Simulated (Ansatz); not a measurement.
The starting structures come from a database of crystals and need not be the phases stable at ambient conditions.

The decay constant κ of evanescent states in the gap governs leakage through a thin film.

```
CELL_PARAMETERS angstrom
      7.94058    -0.03378    -0.03110
      0.67878     7.91159    -0.03110
      3.09938     2.83273     2.60836
ATOMIC_POSITIONS crystal
  Ti 0.00000 0.00000 0.00000
  Tl 0.33333 0.66667 0.29492
  Tl 0.66667 0.33333 0.70508
  F  0.14597 0.85403 0.78592
  F  0.85403 0.14597 0.21408
  F  0.14597 0.29194 0.34800
  F  0.85403 0.70806 0.65200
  F  0.70806 0.85403 0.22383
  F  0.29194 0.14597 0.77617
```

The cell was relaxed by PBE-D3(BJ); by r2SCAN it stands under a pressure of -3.8 GPa.

Transport runs along the normal of the first two printed cell vectors, the (111) plane of the conventional cell.

The gap is the functional's own. No spin-orbit coupling. Mid-gap values are those at the computed energy nearest the middle.

Q: Predict the band gap and the smallest decay constant κ at mid-gap from r2SCAN run with Ansatz (a quantum-chemistry and plane-wave program).

A: Gap 4.62 eV on a 12×12×12 mesh; κ = 0.453 1/Å, at (0.500, 0.000) of the in-plane reciprocal vectors. At the zone centre the slowest state has κ = 0.52 1/Å.
